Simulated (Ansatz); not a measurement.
# Tb: element substitutions

Consider Tb in the hcp (Mg type) structure (space group P6_3/mmc, No. 194; a = 3.463 Å, c = 5.561 Å; ferromagnetic).

Each row replaces one element on all its sites; cell and atoms are relaxed.

The values are results of PBEsol in Ansatz (plane waves to 420 eV, PAW, no SOC), not measurements.

```
case     c/a ratio  lattice parameter a
-------  ---------  -------------------
base         1.606             346.3 pm
Tb → La      1.648             364.1 pm
Tb → Mg      1.639             316.7 pm
Tb → Hf      1.583             315.9 pm
```

The magnetic state is the one reached from the starting moments; the real material's order can differ, and small cells can't hold many antiferromagnetic ones. The 4f electrons are in the valence with no U and their state was not checked, so volumes and moments can be off. No phonon test of stability was made. Spin-polarised in the final run: base; the other runs are not.

Ansatz is a quantum-chemistry and plane-wave program.
